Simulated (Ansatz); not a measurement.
Take BAs in the zinc blende structure (space group F-43m, No. 216; a = 4.768 Å) as the base. Axes: x, y, z lie along the cube axes.

All numbers come from Ansatz (a first-principles code), PBEsol, PAW, cutoff 420 eV, no spin-orbit coupling.

Strains are applied to the cell and any free atomic positions relax; under biaxial strain the out-of-plane vector relaxes too.

One change was made to it. Results:

```tsv
quantity	base	after
volume per atom	13.55 Å³	13.65 Å³
smallest direct gap	3.25 eV	3.16 eV
```

Q: Which change produced these results?
(A) biaxial strain +2.50 %, plane normal [001], relaxed out of plane
(B) biaxial strain +3.00 %, plane normal [001], relaxed out of plane
(C) biaxial strain +0.50 %, plane normal [001], relaxed out of plane
(D) biaxial strain −3.00 %, plane normal [001], relaxed out of plane

A: C, biaxial strain +0.50 %, plane normal [001], relaxed out of plane. For comparison, the smallest direct gap in the other runs: biaxial strain +2.50 %, plane normal [001], relaxed out of plane gives 2.83 eV; biaxial strain −3.00 %, plane normal [001], relaxed out of plane gives 3.07 eV; biaxial strain +3.00 %, plane normal [001], relaxed out of plane gives 2.75 eV.

Gaps are read on the SCF mesh and a high-symmetry path. Stability against distortions was not tested.
